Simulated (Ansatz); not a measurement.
BP under load (space group F-43m): band-edge transport data

Here is the system:

```xyz
2
Lattice="0.0000 2.2283 2.2283 2.2283 0.0000 2.2283 2.2283 2.2283 0.0000" Properties=species:S:1:pos:R:3 pbc="T T T"
B      0.0000     0.0000     0.0000
P      1.1141     1.1141     1.1141
```

All values below come from r2SCAN with spin-orbit coupling, rigid bands (plane waves, PAW; Ansatz, a program for electronic structure). Condition of this run: hydrostatic pressure 10 GPa (the target of the relaxation). How the cell was made: cell and atoms relaxed with r2SCAN, then loaded as said.

```yaml
band_gap: 1.32 eV
electron conductivity mass (300 K, dilute): 0.33 mₑ
hole conductivity mass (300 K, dilute): 0.40 mₑ
effective density of states N_c (300 K): 4.3e19 cm⁻³
effective density of states N_v (300 K): 2.4e19 cm⁻³
density_of_states_mass_electrons: 1.44 mₑ
density_of_states_mass_holes: 0.97 mₑ
Seebeck coefficient, n-type 1e19 cm⁻³, 300 K: -341 μV/K
best n-type power factor at 300 K for τ = 10 fs (best axis; densities from 1e16 to 1e21 cm⁻³ tried, whether or not they can be reached): 20 μW/(cm·K²) at 1e20 cm⁻³
Seebeck coefficient, p-type 1e19 cm⁻³, 300 K: 320 μV/K
best p-type power factor at 300 K for τ = 10 fs (best axis; densities from 1e16 to 1e21 cm⁻³ tried, whether or not they can be reached): 14.7 μW/(cm·K²) at 1e20 cm⁻³
```

Rigid bands; masses and Seebeck coefficients take one relaxation time τ for all states and one kind of carrier; polarons and phonon drag are left out.
